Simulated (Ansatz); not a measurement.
Results of r²SCAN (plane waves, PAW; Ansatz, a quantum-chemistry and plane-wave program) for GeSb2Te4 (model structure, started from the GeSb2Te4 type, R-3m, No. 166, 7 atoms in the cell).

Run with plane-wave cutoff 560 eV, 10×10×10 k mesh, Fermi–Dirac smearing 0.01 eV, scalar-relativistic PAW data made under PBE.

Cell (relaxed at this level):

```
CELL_PARAMETERS angstrom
      2.14144     1.23636    14.11019
     -2.14144     1.23636    14.11019
      0.00000    -2.47272    14.11019
ATOMIC_POSITIONS crystal
  Ge 0.00000 0.00000 0.00000
  Sb 0.42094 0.42094 0.42094
  Sb 0.57906 0.57906 0.57906
  Te 0.12767 0.12767 0.12767
  Te 0.87233 0.87233 0.87233
  Te 0.29342 0.29342 0.29342
  Te 0.70658 0.70658 0.70658
```

What does this level give for the band gap, smallest direct gap on the k points sampled and Γ–Γ gap?


band gap: 0.52 eV
smallest direct gap on the k points sampled: 0.60 eV
Γ–Γ gap: 0.90 eV

Note: the relaxation could raise the start's symmetry but not lower it, so the cell can be a saddle point; the cell has widely spaced layers and the level no dispersion term, so their spacing and the moduli can rest on weak binding.

Spin–orbit coupling is not included; with these elements it can move the gap by several tenths of an eV or more.

Computed values are for the static lattice.

It cost roughly 4 core-minutes of CPU time.

A model structure was made by putting elements into a prototype or built by hand; it is no filed structure, need not be a known phase, and can be a saddle point held by its symmetry.
